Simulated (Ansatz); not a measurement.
Consider RhGe (space group Pnma, No. 62; a = 5.659 Å, b = 3.261 Å, c = 6.433 Å). Axes: x, y, z lie along a, b, c of the conventional cell.

The values are results of Ansatz (a first-principles code) PBEsol, no spin-orbit coupling, earlier PAW set, not measurements.

Before the change:

```
Quantity            Value
---------------  --------
Volume per atom  14.84 Å³
Pressure          0.0 GPa
Band gap             zero
```

Now apply this change: biaxial strain +0.55 %, plane normal [001], relaxed out of plane (Cartesian); in-plane vectors clamped, the third vector and the atoms free.

**Question.** Estimate the effect on the volume per atom, pressure and band gap.

**Answer.** The volume per atom rises by 0.07 Å³, from 14.84 Å³ to 14.91 Å³; the pressure (mean of the normal stresses, compression positive) goes from zero to -0.8 GPa; the band gap is still zero.

No phonon test of stability was made. All final runs are without spin polarisation.
